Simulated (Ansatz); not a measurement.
Band structure of Y₂P (Pnma, 12 atoms in the cell).

```xyz
12
Lattice="6.6113 0.0000 0.0000 0.0000 5.0250 0.0000 0.0000 0.0000 9.5566" Properties=species:S:1:pos:R:3 pbc="T T T"
Y      3.5569     1.2562     7.4733
Y      0.2512     1.2562     6.8616
Y      3.0544     3.7687     2.0833
Y      6.3600     3.7687     2.6950
Y      1.1504     1.2562     0.5925
Y      4.4560     1.2562     4.1858
Y      5.4609     3.7687     8.9641
Y      2.1553     3.7687     5.3708
P      4.6411     1.2562     1.0608
P      1.3355     1.2562     3.7175
P      1.9702     3.7687     8.4958
P      5.2758     3.7687     5.8391
```

Method of the run: LDA (PW92), default PAW files made with PBE (plane waves; Ansatz, a first-principles code).

Settings: kpoints.mp_grid.grid = 4 5 3; hamiltonian.xc = lda; hamiltonian.pseudopotentials = {kind: paw} (the program's default PAW files); scf.occupations.method = cold; scf.occupations.width = 0.272 eV; kpoints.band_path.npoints = 10.

The starting cell was generated: these elements placed on a structure prototype, without a prior relaxation; it need not be a known phase or ordering of this composition.

Levels in eV from the Fermi level, bands 51 to 58:
| point | 51 | 52 | 53 | 54 | 55 | 56 | 57 | 58 |
|---|---|---|---|---|---|---|---|---|
| Γ | -0.68 | -0.59 | -0.58 | -0.36 | -0.33 | -0.04 | 0.30 | 0.35 |
| X | -0.89 | -0.89 | -0.02 | -0.02 | 0.05 | 0.05 | 0.52 | 0.52 |
| S | -0.42 | -0.42 | 0.24 | 0.24 | 0.24 | 0.24 | 0.57 | 0.57 |
| Y | -0.47 | -0.47 | -0.13 | -0.13 | -0.02 | -0.02 | 0.16 | 0.16 |
| Z | -0.62 | -0.62 | -0.30 | -0.30 | -0.12 | -0.12 | 0.11 | 0.11 |
| U | -0.46 | -0.46 | -0.12 | -0.12 | 0.42 | 0.42 | 0.66 | 0.66 |
| R | -0.66 | -0.66 | 0.34 | 0.34 | 0.34 | 0.34 | 0.65 | 0.65 |
| T | -0.10 | -0.10 | -0.06 | -0.06 | 0.00 | 0.00 | 0.07 | 0.07 |

Bands cross the Fermi level along this path, so the cell is metallic at this level.

Keys are those of Ansatz 0.2.
